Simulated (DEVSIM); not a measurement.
Device: abrupt Si n-p junction, at 250 K.

Layer 1 from the left is Si, thickness (μm) 0.660, Nd (cm⁻³) 1.9e16, τn (s) 4.6e-5, τp (s) 4.6e-5. Layer 2 from the left is Si, thickness (μm) 47.0, Na (cm⁻³) 8.7e17, τn (s) 4.6e-5, τp (s) 4.6e-5.

Left contact: ohmic. Right contact: ohmic. Voltage is applied to the left contact. Recombination: SRH at mid-gap, radiative. Mobility is μmin + (μ − μmin)/(1 + (N/Nref)^α).

This is a model device: material constants are rounded textbook-type values typed into the input, and sizes, dopings and lifetimes were drawn at random. Values at 300 K; Nc and Nv go as T^1.5, mobilities as T to minus their exponent, the gap by Varshni's rule with the affinity fixed.

Si: gap (eV) 1.124, affinity (eV) 4.05, permittivity 11.7, Nc (cm⁻³) 2.86e19, Nv (cm⁻³) 3.1e19, μn (cm²/Vs) 1417, μp (cm²/Vs) 470, μn,min 52, μp,min 45, Nref,n 9.7e16, Nref,p 2.2e17, αn 0.68, αp 0.72, T exponent of μn 2.3, T exponent of μp 2.2, B (cm³/s) 4.7e-15, Varshni α (eV/K) 0.000473, Varshni β (K) 636.

DEVSIM, 1D drift-diffusion, Boltzmann statistics, complete ionisation; no tunnelling, impact ionisation, image-force lowering or self-heating.

Dark forward current:

| |V| (V) | |J| (A/cm²) |
|---|---|
| 0.05 | 6.437e-13 |
| 0.10 | 3.676e-12 |
| 0.15 | 2.387e-11 |
| 0.20 | 1.928e-10 |
| 0.25 | 1.772e-9 |
| 0.30 | 1.719e-8 |
| 0.35 | 1.701e-7 |
| 0.40 | 1.693e-6 |
| 0.45 | 1.688e-5 |
| 0.50 | 0.0001682 |
| 0.55 | 0.001675 |
| 0.60 | 0.01665 |
| 0.65 | 0.1650 |
| 0.70 | 1.613 |
| 0.75 | 14.35 |
| 0.80 | 82.88 |
| 0.85 | 242.7 |
| 0.90 | 463.2 |
| 0.95 | 715.9 |
| 1.00 | 987.3 |
| 1.05 | 1271 |
| 1.10 | 1564 |
| 1.15 | 1864 |
| 1.20 | 2170 |

Q: Work out the local ideality factor n = ΔV / (kT/q · ln(J2/J1)) between the rows 0.10 and 0.15 V, 0.40 and 0.45 V, 1.15 and 1.20 V.

A: kT/q = 21.54 mV. From 0.10 to 0.15 V: ln(2.387e-11/3.676e-12) = 1.871, n = 1.24. From 0.40 to 0.45 V: ln(1.688e-5/1.693e-6) = 2.300, n = 1.01, near the 1 of diffusion or emission over a barrier. From 1.15 to 1.20 V: ln(2170/1864) = 0.152, n = 15.27; the layers' resistance at their doping, Σ W/(qμN) = 0.00015 Ω cm², would take 47 mV of this step of 50 mV.

Q: Estimate the current at 0.45 V from the Shockley equation with J0 = Σ q ni² D/(N L) coth(W/L), τ joining the SRH, radiative and Auger lifetimes that are on, and W taken as the whole layer.

A: ni² = 6.36e15 cm⁻⁶; holes in the n layer: μ = 609 cm²/Vs, D = 13.1 cm²/s, τ = 4.58e-5 s, L = 245 μm, W/L = 0.0027, term 1.07e-14 A/cm²; electrons in the p layer: μ = 460 cm²/Vs, D = 9.92 cm²/s, τ = 3.87e-5 s, L = 196 μm, W/L = 0.24, term 2.52e-18 A/cm². J0 = 1.07e-14 A/cm², and J = J0 exp(qV/kT) = 1.26e-5 A/cm². The simulation gives 1.69e-5 A/cm²; the estimate lies 25 % below. The estimate leaves out recombination in the depletion region and that region's share of W.
